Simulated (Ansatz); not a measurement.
BN (model structure, started from the rocksalt type, Fm-3m, No. 225, 2 atoms in the cell) was calculated with dielectric-dependent PBEsol hybrid in Ansatz (PAW).

Settings: plane-wave cutoff 460 eV, 12×12×12 k mesh, Fermi–Dirac smearing 0.01 eV, scalar-relativistic PAW data made under PBE.

Cell (relaxed with PBEsol):

Space group Fm-3m (No. 225); a = 3.4826 Å, b = 3.4826 Å, c = 3.4826 Å, α = 90.00°, β = 90.00°, γ = 90.00°

| atom | site | symmetry | x | y | z |
|---|---|---|---|---|---|
| N | 4a | m-3m | 0.0000 | 0.0000 | 0.0000 |
| B | 4b | m-3m | 0.5000 | 0.5000 | 0.5000 |
(The calculation used a cell of 2 atoms; values per cell refer to that cell.)

What does this level give for the band gap, smallest direct gap on the k points sampled and Γ–Γ gap?


band gap: 2.08 eV (on the SCF k mesh) (indirect)
smallest direct gap on the k points sampled: 6.84 eV
Γ–Γ gap: 11.54 eV

Note: the relaxation could raise the start's symmetry but not lower it, so the cell can be a saddle point; cell and atoms aren't relaxed at this level (pressure -4.7 GPa).

A model structure was made by putting elements into a prototype or built by hand; it is no filed structure, need not be a known phase, and can be a saddle point held by its symmetry.

Ansatz is a first-principles code.
